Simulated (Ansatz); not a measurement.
**Pressure series in W**

Start from W in the bcc (W type) structure (space group Im-3m, No. 229; a = 3.184 Å).

Cell and atoms are relaxed at each pressure.

All numbers come from Ansatz (an electronic-structure program) PBE, spin-orbit coupling left out.

| pressure (GPa) | volume per atom (Å³/atom) |
|---|---|
| -2 | 16.240 |
| -1 | 16.186 |
| 0 | 16.132 |
| 0.9 | 16.085 |
| 2.1 | 16.023 |
| 4.5 | 15.903 |
| 9 | ? |
| 15 | 15.425 |
| 22.5 | 15.123 |

Task: Fit the third-order Birch–Murnaghan form P(V) = (3B₀/2)[(V₀/V)^(7/3) − (V₀/V)^(5/3)]·[1 + (3/4)(B₀′ − 4)((V₀/V)^(2/3) − 1)] (squares taken in P) to the rows shown and predict the withheld row.

Result: Least squares on the printed values gives V₀ = 16.132 Å³/atom, B₀ = 305 GPa, B₀′ = 4.1; this predicts 15.689 Å³/atom, and the run gives 15.689 Å³/atom, in agreement.

Load acts through the strain it causes; cell and atoms are relaxed under it. Stability against distortions was not tested. Competing high-pressure phases were not computed. The final runs are not spin-polarised.
